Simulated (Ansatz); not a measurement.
B–B bond length (Å) in related cells

A. TiB2 (P6/mmm)
B. ZrB2 (P6/mmm)

Computed with Ansatz (plane waves, PAW), its default PAW set. Each column's cells are at rest at that level. The structures are the rest points that the relaxations reached, not proven lowest. Atoms count as bonded under 1.18 times the sum of their covalent radii (1.35 for H and a metal); two metal atoms count in their first shell alone, and not where both have two or more other neighbours. Mean, with the range where bonds differ.

```csv
cell,PBE,r2SCAN (own geometry)
A,1.750,1.746
B,1.831,1.829
```

With PBE the value of B exceeds that of A by 0.081 Å. With r2SCAN (own geometry) the value of B exceeds that of A by 0.083 Å.

Ansatz is an electronic-structure program.
